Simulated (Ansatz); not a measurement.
BP: pressure series

Base system: BP in the zinc blende structure (space group F-43m, No. 216).

```yaml
crystal:
  lattice:
    - [0.00000, 2.26010, 2.26010]
    - [2.26010, 0.00000, 2.26010]
    - [2.26010, 2.26010, 0.00000]
  atoms:
    - { symbol: B, position: [0.00000, 0.00000, 0.00000] }
    - { symbol: P, position: [0.25000, 0.25000, 0.25000] }
```

Cell and atoms are relaxed at each pressure.

Computed with DFT with PBEsol, PAW potentials and a 420 eV plane-wave cutoff in Ansatz (an electronic-structure program), no spin-orbit coupling.

Notes on the quantities. enthalpy: H = E + PV relative to the base's energy.

```
variant            band gap       enthalpy     density  smallest direct gap
-----------------  --------  -------------  ----------  -------------------
base                1.11 eV              –  3.01 g/cm³              3.38 eV
pressure −2 GPa     1.13 eV  -0.14 eV/atom  2.97 g/cm³              3.36 eV
pressure −1 GPa     1.12 eV  -0.07 eV/atom  2.99 g/cm³              3.37 eV
pressure 0.9 GPa    1.11 eV  +0.06 eV/atom  3.02 g/cm³              3.39 eV
pressure 2.1 GPa    1.10 eV  +0.15 eV/atom  3.04 g/cm³              3.40 eV
pressure 4.5 GPa    1.08 eV  +0.32 eV/atom  3.08 g/cm³              3.42 eV
pressure 9 GPa      1.04 eV  +0.63 eV/atom  3.15 g/cm³              3.46 eV
pressure 15 GPa     1.00 eV  +1.04 eV/atom  3.24 g/cm³              3.51 eV
pressure 22.5 GPa   0.95 eV  +1.53 eV/atom  3.35 g/cm³              3.58 eV
pressure 30 GPa     0.90 eV  +2.01 eV/atom  3.45 g/cm³              3.64 eV
```

Load acts through the strain it causes; cell and atoms are relaxed under it. Whether these cells are dynamically stable was not tested. No other phases were tried under pressure.
